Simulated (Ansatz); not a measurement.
Base system: Au in the fcc (Cu type) structure (space group Fm-3m, No. 225).

```
CELL_PARAMETERS angstrom
      0.00000     2.02405     2.02405
      2.02405     0.00000     2.02405
      2.02405     2.02405     0.00000
ATOMIC_POSITIONS crystal
  Au 0.00000 0.00000 0.00000
```

All numbers come from Kohn–Sham DFT with the LDA functional, run in Ansatz (an electronic-structure program) with PAW and 420 eV plane waves, no spin-orbit coupling.

For the base:

| Property | Result |
|---|---|
| Lattice parameter a | 4.048 Å |

It is then changed as follows: cell and atoms relaxed at a pressure of 2.1 GPa.

### Question
Predict the new lattice parameter a.

### Answer
The lattice parameter a drops by 0.014 Å, from 4.048 Å to 4.034 Å.

Load acts through the strain it causes; cell and atoms are relaxed under it. Stability against distortions was not tested.
